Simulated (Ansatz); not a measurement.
# Short convergence ladders for VAs₂ (Cm, 6 atoms in the cell)

```
VAs2
1.0
    4.49745    -1.63502     0.00000
    4.49745     1.63502     0.00000
   -3.71356     0.00000     6.44329
V As
2 4
Cartesian
  4.61312   0.00000   5.23942
  0.66822   0.00000   1.25386
  2.03477   0.00000   5.76977
  3.24657   0.00000   0.67352
 -0.65865   0.00000   3.44606
  5.94000   0.00000   2.99722
```

Base method: PBEsol, default PAW files made with PBE (plane waves; Ansatz, an electronic-structure program).

Base settings: basis.ecutwfc = 30.9 Ry; kpoints.mp_grid.grid = 5 5 2; hamiltonian.xc = pbesol; hamiltonian.pseudopotentials = {kind: paw} (the program's default PAW files); scf.occupations.method = fermi_dirac; scf.occupations.width = 0.0073 Ry.

The count of work is k-points × plane waves × bands × iterations; it is no time. Core times come from one kind of shared machine, to one figure; runs under 30 s give none.

**The cutoff for other potential files**

Level: DFT, PBEsol, plane waves, harder PAW files (source: ansatz) made with PBE.

In this ladder: hamiltonian.pseudopotentials = {kind: paw, source: ansatz}.

The second cell is the first with its lattice scaled by 0.98.

The mesh stays at the base's, so the ladder's end is converged at best in this setting alone.

The first pressure column holds Ansatz's estimate of the finite-basis (Pulay) stress, which hides part of the cutoff error; the other is without it.

Only quantities that move along the ladder and can be compared are tabulated.

| basis.ecutwfc | free energy less the last step's (meV/atom) | energy of the compressed cell less the first (meV/atom) | pressure (GPa) | pressure without the Pulay estimate (GPa) | largest difference of a force vector from the last step's (eV/Å) | count of work / last |
|---|---|---|---|---|---|---|
| 27.9 Ry | 2055.37 | 18.13 | 1.75 | -95.73 | 0.200 | 0.11 |
| 33.8 Ry | 482.81 | 15.09 | -2.16 | -28.97 | 0.119 | 0.15 |
| 43.4 Ry | 38.81 | 17.58 | -1.46 | -4.69 | 0.004 | 0.21 |
| 52.6 Ry | 2.24 | 17.56 | -1.45 | -1.72 | 0.000 | 0.28 |
| 61.7 Ry | 0.12 | 17.60 | -1.45 | -1.46 | 0.000 | 0.35 |
| 74.2 Ry | 0.06 | 17.59 | -1.45 | -1.45 | 0.000 | 0.47 |
| 92.6 Ry | 0.04 | 17.59 | -1.45 | -1.45 | 0.000 | 0.65 |
| 123.5 Ry | 0.00 | 17.59 | -1.45 | -1.45 | 0.000 | 1.0 |

Coarsest basis.ecutwfc that holds the forces within 0.005 eV/Å of the last step, with all finer ones: 43.4 Ry, at 0.21 of the last step's count of work; the step before is off by 0.12 eV/Å.

Coarsest basis.ecutwfc that holds the energy of the compressed cell less the first within 0.2 meV/atom of the last step, with all finer ones: 43.4 Ry, at 0.21 of the last step's count of work; the step before is off by 2.5 meV/atom.

Coarsest basis.ecutwfc that holds the free energy within 0.5 meV/atom of the last step, with all finer ones: 61.7 Ry, at 0.35 of the last step's count of work; the step before is off by 2.2 meV/atom.

The energy difference between the two cells stays within 1 meV/atom of the last step's from 43.4 Ry on, the total only from 61.7 Ry on: much of the error is common to both cells and cancels.

At the lowest cutoff the pressure without the Pulay estimate lies 94.3 GPa under the last step's, the usual sign of Pulay stress in an incomplete plane-wave basis.

**The relaxed cell against the cutoff**

On VAs₂ (C2/m, 6 atoms in the cell): atoms on their sites.

In this ladder: relax = cell and atoms.

The mesh stays at the base's, so the ladder's end is converged at best in this setting alone.

Only quantities that move along the ladder and can be compared are tabulated.

```tsv
basis.ecutwfc	relaxed volume (Å³/atom)	relaxation steps	core time / last (rough)
18.4 Ry	15.452	42	1
21.7 Ry	15.643	15	0.6
26.1 Ry	15.573	9	0.4
30.9 Ry	15.568	7	0.4
37.1 Ry	15.567	7	0.5
46.3 Ry	15.566	7	0.7
61.7 Ry	15.566	7	1
```

Coarsest basis.ecutwfc that holds the relaxed volume within 0.016 Å³/atom of the last step, with all finer ones: 26.1 Ry, at about 0.4 of the last step's time; the step before is off by 0.077 Å³/atom.

At the lowest cutoff the cell relaxes to a volume 0.7 % smaller than at the highest. Ansatz relaxes on a stress corrected for the finite basis.

On the base run: the starting cell comes from a database of computed structures (which also holds hypothetical and non-ambient phases and stackings), without a prior relaxation at this level. Its lattice was rescaled by up to half a per cent. One atom was moved a little off its site on purpose. Spin polarisation is off, so a magnetic state, if there is one, cannot be reached.

Left out of this page: 1 run of the series failed or unconverged.

Keys are those of Ansatz 0.2.
